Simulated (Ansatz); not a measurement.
Worked example: self-consistent single point of AlV2C (P6_3/mmc, 8 atoms in the cell) in Ansatz (a program for electronic structure).

Method of the run: LDA (PW92), default PAW files made with PBE (plane waves; Ansatz).

```xyz
8
Lattice="2.8524 0.0000 0.0000 -1.4262 2.4702 0.0000 0.0000 0.0000 12.9449" Properties=species:S:1:pos:R:3 pbc="T T T"
Al     0.0000     1.6468     3.2362
Al     1.4262     0.8234     9.7087
V      0.0000     1.6468     7.5907
V      1.4262     0.8234     5.3543
V      1.4262     0.8234     1.1182
V      0.0000     1.6468    11.8268
C      0.0000     0.0000     0.0000
C      0.0000     0.0000     6.4725
```

Reference input (self-consistent single point, DFT, PBE, plane waves, default PAW files): kpoints.mp_grid.grid = 12 12 3; hamiltonian.xc = pbe; hamiltonian.pseudopotentials = {kind: paw} (the program's default PAW files); scf.occupations.method = gaussian; scf.occupations.width = 0.136 eV. This run's input differs from it in these lines:

Ansatz 0.2 input:
```diff
@@ -18,3 +18,3 @@
 hamiltonian:
-  xc: pbe
+  xc: lda
   pseudopotentials:
```

Log, with long lists cut:

```
SCF iter   1: F=—  HF=-12958.219214 eV  |F-HF|=—  |Δ(HF+E_count)|=         —  Δρ=8.01e-3  dr2=4.22e-2  ethr=1.77e-3  ⟨swp⟩=6.0  Hψ=5617  notcnv=0
all-band conjugate gradients solve this SCF's bands
preconditioner: auto → Kerker (q_TF=auto, 2.585 Å⁻¹)
SCF iter   2: F=—  HF=-12958.211930 eV  |F-HF|=—  |Δ(HF+E_count)|=   7.28e-3  Δρ=3.50e-3  dr2=8.30e-3  ethr=6.39e-5  ⟨swp⟩=2.4  Hψ=2257  notcnv=0
SCF iter   3: F=—  HF=-12958.210235 eV  |F-HF|=—  |Δ(HF+E_count)|=   1.69e-3  Δρ=1.25e-3  dr2=1.08e-3  ethr=1.26e-5  ⟨swp⟩=2.2  Hψ=1902  notcnv=0
SCF iter   4: F=—  HF=-12958.209957 eV  |F-HF|=—  |Δ(HF+E_count)|=   2.79e-4  Δρ=3.25e-4  dr2=9.62e-5  ethr=1.64e-6  ⟨swp⟩=2.0  Hψ=1965  notcnv=0
SCF iter   5: F=—  HF=-12958.209921 eV  |F-HF|=—  |Δ(HF+E_count)|=   3.55e-5  Δρ=6.45e-5  dr2=3.02e-6  ethr=1.46e-7  ⟨swp⟩=2.0  Hψ=2053  notcnv=0
SCF iter   6: F=—  HF=-12958.209920 eV  |F-HF|=—  |Δ(HF+E_count)|=   1.19e-6  Δρ=2.47e-5  dr2=6.24e-7  ethr=4.57e-9  ⟨swp⟩=2.6  Hψ=2552  notcnv=0
SCF iter   7: F=-12958.209920 eV  HF=-12958.209920 eV  |F-HF|=3.56e-9  |Δ(HF+E_count)|=   1.20e-7  Δρ=2.92e-6  dr2=5.73e-9  ethr=1.52e-10  ⟨swp⟩=6.5  Hψ=5886  notcnv=0
SCF 1 converged in 7 iterations: F = -12958.209920 eV  dr2 = 5.73e-9
Free energy (F): -12958.209920 eV
Internal energy: -12958.165686 eV  (E = F + TS)
E sigma→0 (E₀):  -12958.187803 eV
Entropy (-TS):   -0.044234 eV (-5.529 meV/atom)
Fermi energy:    14.215879 eV
--- Forces (eV/Å), atoms counted from 1 ---
  atom   1  Al    -0.00000000     0.00000000     0.00000000
  atom   2  Al     0.00000000    -0.00000000     0.00000000
  atom   3  V     -0.00000000     0.00000000    -0.25554652
  atom   4  V      0.00000000    -0.00000000     0.25554652
  atom   5  V     -0.00000000    -0.00000000    -0.25554652
  atom   6  V     -0.00000000     0.00000000     0.25554652
  atom   7  C      0.00000000     0.00000000    -0.00000000
  atom   8  C      0.00000000    -0.00000000     0.00000000
--- Stress (GPa, compression-positive) ---
       -0.517704       0.000000       0.000000
        0.000000      -0.517704       0.000000
        0.000000       0.000000      -1.877516
  P = ⅓ Tr σ = -0.9710 GPa (-9.710 kbar)
  The stress holds the Pulay correction. Without it, at fixed plane waves, as pw.x and ABINIT print it: P = -1.1942 GPa
```

The run converged in 7 iterations. Against the reference run the pressure goes from 10.37 to -0.97 GPa and the largest force goes from 0.209 to 0.256 eV/Å.

The starting cell comes from a database of computed structures (which also holds hypothetical and non-ambient phases and stackings), without a prior relaxation at this level. Its lattice was rescaled by a random factor within 2.5 % of one. Spin polarisation is off. Ansatz's pressure includes its estimate of the finite-basis (Pulay) stress.
